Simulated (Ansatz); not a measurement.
# How far a parabola holds: energy against volume of CsCl-type TiCo

Results of PBEsol (plane waves, PAW; Ansatz, a program for electronic structure) for CsCl-type TiCo. Settings: plane-wave cutoff 520 eV, 18×18×18 k mesh, Fermi–Dirac smearing 0.05 eV, no spin polarisation, scalar-relativistic PAW data made under PBE. The cell has no free parameter but its volume, all volumes share cutoff and mesh, and the runs aren't spin-polarised. Energies are free energies at the run's smearing, counted from the lowest row; static lattice.

| V (Å³/atom) | E (meV/atom) |
|---|---|
| 12.113 | 13.15 |
| 12.365 | 3.16 |
| 12.617 | 0.00 |
| 12.870 | 3.02 |
| 13.122 | 11.60 |
| 13.374 | ? |

Taking a parabola for E over the 5 complete rows: With u = V - 12.6, the rows have u = -0.4870, -0.2350, 0.0170, 0.2700, 0.5220. Least squares gives E = 0.030 - 2.987·u + 48.645·u². Residuals (row less fit): 0.128, -0.258, 0.007, 0.250, -0.126; standard error 0.284 (degrees of freedom: 2). The fitted curve has its minimum at V = 12.6, where E = -0.02. Its curvature is d²E/dV² = 2 × 48.645 meV/Å⁶, so B = V0·d²E/dV² × 0.1602 = 197 GPa.

**Question.** Estimate the missing E (V = 13.374); what did the run itself give?

**Answer.** u = 0.7740, so E = 0.030 - 2.987 × 0.7740 + 48.645 × 0.7740² = 26.860 meV/atom. The calculation gives 25.22 meV/atom, 1.640 meV/atom below the prediction (6.5 % of the range of E in the table). The row lies outside the fitted rows, so this is an extrapolation. From the scatter of the fitted rows alone, a prediction at this place has a standard error of 0.672 meV/atom, so the miss is 2.4 times that.

The residuals are curvature that a parabola lacks, not noise. A solid that stiffens under compression and softens on expansion lies above the parabola at the compressed end and under it at the expanded end, as this row does. A third-order Birch-Murnaghan fit to the whole scan has B0 = 196 GPa. Only scans are tabulated whose curvature falls smoothly with volume, and where the parabola meets the shown rows within 5 % of their range and misses the end by 0.1 meV or more.

Measured, for comparison: bulk modulus 154 GPa (room temperature, no zero-point or thermal correction; as tabulated in Yamada et al. (2019), arXiv:1910.09660). Computed less measured: bulk modulus +27 %.
